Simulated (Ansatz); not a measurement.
CaO (model structure, started from the CsCl type, Pm-3m, No. 221, 2 atoms in the cell), treated with G0W0@PBEsol (Ansatz, a quantum-chemistry and plane-wave program, plane waves, hard PAW, contour deformation).

The same calculation (at the PBEsol cell, 12.046 Å³/atom) with different numerical settings; throughout: k mesh 2×2×2:

| run | response cutoff (eV) | empty bands | quasiparticle gap on the mesh (eV) | quasiparticle gap at Γ (eV) | rough time |
|---|---|---|---|---|---|
| 1 | 100 | 101 | 3.722 | 4.082 | 6 core-s |
| 2 | 150 | 185 | 3.818 | 4.171 | 10 core-s |
| 3 | 200 | 284 | 3.898 | 4.250 | 20 core-s |
| 4 | 250 | 397 | 3.961 | 4.310 | 50 core-s |
| 5 | 300 | 522 | 4.000 | 4.346 | 90 core-s |
| 6 | 400 | 804 | 4.040 | 4.385 | 2 core-min |
| 7 | 500 | 1124 | (withheld) | (withheld) | 3 core-min |

Fill in the missing entries.


- 7, quasiparticle gap on the mesh (eV): 4.064
- 7, quasiparticle gap at Γ (eV): 4.408

In the column quasiparticle gap on the mesh (eV) the first row differs from the last by -0.342 and the next to last by -0.024.

The last row is no converged limit: other settings stay fixed.

A model structure was made by putting elements into a prototype or built by hand; it is no filed structure, need not be a known phase, and can be a saddle point held by its symmetry.
